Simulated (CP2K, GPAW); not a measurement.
A GPAW input for a self-consistent single point of CuCl (F-43m, 2 atoms in the cell) (DFT PBEsol, plane waves, GPAW PAW datasets PBEsol (made by gpaw-setup)):

```python
from ase import Atoms
from ase.units import GPa
from gpaw import GPAW

atoms = Atoms(['Cu', 'Cl'],
              cell=[[0.000000, 2.705000, 2.705000],
                    [2.705000, 0.000000, 2.705000],
                    [2.705000, 2.705000, 0.000000]],
              positions=[[0.000000, 0.000000, 0.000000],
                         [1.352500, 1.352500, 1.352500]],
              pbc=True)

calc = GPAW(mode={'name': 'pw', 'ecut': 850},
            xc='PBEsol',
            kpts=(9, 9, 9),
            occupations={'name': 'fermi-dirac', 'width': 0.05},
            nbands=-4,
            convergence={'forces': 0.001, 'bands': -2},
            symmetry={'symmorphic': False, 'tolerance': 0.0005},
            maxiter=100,
            txt='-')

atoms.calc = calc

energy = atoms.get_potential_energy()
print('Energy (eV):', round(energy, 6))
forces = atoms.get_forces()
print('Forces (eV/Ang):')
print(forces.round(5))
stress = atoms.get_stress()
print('Stress (GPa, Voigt):', (stress / GPa).round(4))
```

Task: Give the CP2K input for the same structure, mesh, smearing and functional.

Result: This is the input that was run; spellings and numerical settings could be chosen otherwise.

```
&GLOBAL
  PROJECT bulk
  RUN_TYPE ENERGY_FORCE
  PRINT_LEVEL MEDIUM
&END GLOBAL
&FORCE_EVAL
  METHOD Quickstep
  STRESS_TENSOR ANALYTICAL
  &DFT
    BASIS_SET_FILE_NAME BASIS_MOLOPT
    POTENTIAL_FILE_NAME GTH_POTENTIALS
    &QS
      METHOD GPW
      EPS_DEFAULT 1E-10
    &END QS
    &MGRID
      CUTOFF 600
      REL_CUTOFF 60
      NGRIDS 5
    &END MGRID
    &SCF
      SCF_GUESS ATOMIC
      EPS_SCF 1E-7
      MAX_SCF 100
      ADDED_MOS 4
      &DIAGONALIZATION
        ALGORITHM STANDARD
      &END DIAGONALIZATION
      &MIXING
        METHOD BROYDEN_MIXING
        ALPHA 0.4
        NBUFFER 10
      &END MIXING
      &SMEAR ON
        METHOD FERMI_DIRAC
        ELECTRONIC_TEMPERATURE [K] 580.23
      &END SMEAR
    &END SCF
    &KPOINTS
      SCHEME MONKHORST-PACK 9 9 9
    &END KPOINTS
    &XC
      &XC_FUNCTIONAL
        &PBE
          PARAMETRIZATION PBESOL
        &END PBE
      &END XC_FUNCTIONAL
    &END XC
    &PRINT
      &MO
        EIGENVALUES T
        OCCUPATION_NUMBERS T
        NDIGITS 8
        FILENAME mo
        &EACH
          QS_SCF 0
        &END EACH
        ADD_LAST NUMERIC
      &END MO
      &MULLIKEN ON
      &END MULLIKEN
    &END PRINT
  &END DFT
  &SUBSYS
    &CELL
      A 3.82544800 0.00000000 0.00000000
      B 1.91272400 3.31293500 0.00000000
      C 1.91272400 1.10431200 3.12346500
      PERIODIC XYZ
    &END CELL
    &COORD
      Cu       0.00000000     0.00000000     0.00000000
      Cl       1.91272400     1.10431175     0.78086625
    &END COORD
    &KIND Cu
      BASIS_SET DZVP-MOLOPT-SR-GTH
      POTENTIAL GTH-PBE-q11
    &END KIND
    &KIND Cl
      BASIS_SET DZVP-MOLOPT-SR-GTH
      POTENTIAL GTH-PBE-q7
    &END KIND
  &END SUBSYS
  &PRINT
    &FORCES ON
    &END FORCES
    &STRESS_TENSOR ON
    &END STRESS_TENSOR
  &END PRINT
&END FORCE_EVAL
```

Basis, cutoffs, solver keys and any potentials are the target program's own. This input uses DFT PBEsol, GPW, DZVP-MOLOPT-SR-GTH basis, GTH-PBE potentials (GTH_POTENTIALS). Both were run: pressure -2.98 GPa in GPAW and -2.47 in CP2K.

On GPAW: the starting cell has typed, rounded lattice constants, without a prior relaxation at this level.

On CP2K: the starting cell has typed, rounded lattice constants, without a prior relaxation at this level. Spin polarisation is off, so a magnetic state, if there is one, cannot be reached. Values carry the incompleteness of an atom-centred basis. The potentials were made for another functional than the one used. The run gives no clean gap (levels at the Fermi energy touch, overlap or are partly filled at this smearing), which alone does not show that the compound is a metal.
